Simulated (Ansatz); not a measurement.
# AlN, pressure series

Consider AlN in the wurtzite structure (space group P6_3mc, No. 186; a = 3.089 Å, c = 4.943 Å).

Cell and atoms are relaxed at each pressure.

The values are results of Kohn–Sham DFT with the LDA functional, run in Ansatz (a first-principles code) with PAW and 420 eV plane waves, without spin-orbit coupling, not measurements.

```tsv
case	volume per atom	band gap
base	10.21 Å³	4.42 eV
pressure −2 GPa	10.31 Å³	(withheld)
pressure −1 GPa	10.26 Å³	4.38 eV
pressure 0.9 GPa	10.17 Å³	4.45 eV
pressure 2.1 GPa	(withheld)	4.50 eV
pressure 4.5 GPa	10.00 Å³	4.59 eV
pressure 9 GPa	9.81 Å³	4.75 eV
pressure 15 GPa	9.58 Å³	4.94 eV
pressure 22.5 GPa	9.33 Å³	4.93 eV
pressure 30 GPa	(withheld)	4.93 eV
```

Question: What belongs in the blanks?

Answer: 
- pressure −2 GPa, band gap: 4.33 eV
- pressure 2.1 GPa, volume per atom: 10.11 Å³
- pressure 30 GPa, volume per atom: 9.10 Å³

Load acts through the strain it causes; cell and atoms are relaxed under it. No phonon test of stability was made. Measured, AlN leaves this structure (for rock salt) near 14 GPa (temperature not stated; as listed in Datta, Sujoy, Jana, Debnarayan, arXiv (2020)), on rising pressure, with hysteresis.
